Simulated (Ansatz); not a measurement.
Input:

End structure of a constructed model of the (111) surface of fcc Ir, a layer of Fe in place of the second plane (bottom of the slab: a bare face, its two planes held):

```
CELL_PARAMETERS angstrom
      2.73720     0.00000     0.00000
     -1.36860     2.37048     0.00000
      0.00000     0.00000    27.50000
ATOMIC_POSITIONS crystal
  Ir 0.33333 0.66667 0.29879
  Ir 0.66667 0.33333 0.38006
  Ir 0.00000 0.00000 0.46029
  Ir 0.33333 0.66667 0.54270
  Fe 0.66667 0.33333 0.61907
  Ir 0.00000 0.00000 0.69234
```

Set-up: 6 atoms, 11.1 Å thick at the start with caps and adatoms (thin: gaps and levels are the slab's own); mesh 16x16x1; 0.1 eV smearing; dipole correction on; 2 atoms held, the rest relaxed; held to the start's symmetry, so lower structures may exist; spin-polarised, ending with about 2.9 μB a cell; orders that need a larger cell were not tried, no spin-orbit, no U. In PBE it is, or lies within 0.01 eV a 1x1 cell of, the lowest of the 2 structures of its composition computed so far; subsurface sites and larger cells were not tried.

### Question
Estimate the work function of the top face that PBE (Ansatz, a quantum-chemistry and plane-wave program) returns for this input.

### Answer
5.28 eV
